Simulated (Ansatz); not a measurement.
A computed series for CuCl: carrier doping

Take CuCl in the zinc blende structure (space group F-43m, No. 216) as the base.

```cif
data_ClCu
_chemical_formula_sum 'Cu1 Cl1'
_space_group_name_H-M_alt 'P 1'
_space_group_IT_number 1
_cell_length_a 3.83541
_cell_length_b 3.83541
_cell_length_c 3.83541
_cell_angle_alpha 60.000
_cell_angle_beta 60.000
_cell_angle_gamma 60.000
loop_
_space_group_symop_operation_xyz
  'x, y, z'
loop_
_atom_site_label
_atom_site_type_symbol
_atom_site_fract_x
_atom_site_fract_y
_atom_site_fract_z
_atom_site_occupancy
Cu1 Cu 0.00000 0.00000 0.00000 1
Cl1 Cl 0.75000 0.75000 0.75000 1
```

Carriers are added at fixed cell with a uniform background; the Fermi–Dirac width is that of 300 K.

Calculations: plane-wave PAW DFT at the PBE level (Ansatz, a program for electronic structure, 420 eV), no spin-orbit coupling.

Notes on the quantities. Fermi level from band edge: Fermi level relative to the doped band's edge (positive inside the band; to 0.05 eV).

```
case                      gap between the host's bands  Fermi level from band edge
------------------------  ----------------------------  --------------------------
undoped                                        0.53 eV                           –
electrons 5.0×10^20 cm⁻³                       0.51 eV                    +0.65 eV
electrons 2.0×10^21 cm⁻³                       0.47 eV                    +1.30 eV
electrons 5.0×10^21 cm⁻³                       0.40 eV                    +1.95 eV
electrons 7.0×10^21 cm⁻³                       0.36 eV                    +2.25 eV
holes 5.0×10^20 cm⁻³                           0.57 eV                    +0.05 eV
holes 2.0×10^21 cm⁻³                           0.71 eV                    +0.10 eV
holes 5.0×10^21 cm⁻³                               [?]                         [?]
holes 7.0×10^21 cm⁻³                           1.15 eV                    +0.25 eV
```

Task: Complete the table.

Result: 
- holes 5.0×10^21 cm⁻³, gap between the host's bands: 0.97 eV
- holes 5.0×10^21 cm⁻³, Fermi level from band edge: +0.20 eV

Carriers are added with a uniform compensating background; total energy and stress of such cells depend on the potential's zero and are not compared; many-body gap narrowing is missing at this level. No phonon test of stability was made. No Hubbard U is applied. All final runs are without spin polarisation.
